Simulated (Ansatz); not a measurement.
The parent structure is TiTe₂ in the CdI2 type structure (space group P-3m1, No. 164; a = 3.784 Å, c = 6.602 Å; layered, stacked along the Cartesian z axis).

Method: DFT with r2SCAN+rVV10, PAW potentials and a 500 eV plane-wave cutoff in Ansatz (a first-principles code), no spin-orbit coupling.

For the base:

- Lattice parameter a: 378.4 pm

Perturbation: cell and atoms relaxed at a pressure of 3 GPa.

### Question
Predict the new lattice parameter a.

### Answer
The lattice parameter a shrinks by 6.7 pm (378.4 pm → 371.7 pm).

Load acts through the strain it causes; cell and atoms are relaxed under it. Stability against distortions was not tested. The final runs are not spin-polarised.
